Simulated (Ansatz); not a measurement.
Start from LaN in the zinc blende structure (space group F-43m, No. 216; a = 5.546 Å; a hypothetical phase, not in the database extracts checked). Axes: x, y, z lie along the cube axes.

It is then changed as follows: tensile biaxial strain of 0.53 % in the plane normal to [111], as in epitaxy on a mismatched substrate; the out-of-plane cell vector and the atoms relax.

Levels (all Ansatz, a first-principles code, PAW): PBEsol (420 eV, spin-orbit coupling left out); r2SCAN (500 eV, no SOC); HSE06 (420 eV, no SOC).

At the geometry relaxed with PBEsol, these levels gave the following band gaps, in shuffled order: (a) 1.06 eV, (b) 1.52 eV, (c) 2.19 eV.

Q: Match each gap to its level.

A: (a) PBEsol; (b) r2SCAN; (c) HSE06.

Single points use the geometry relaxed with PBEsol. HSE06 gaps are upper bounds (no full band path). Stability against distortions was not tested.
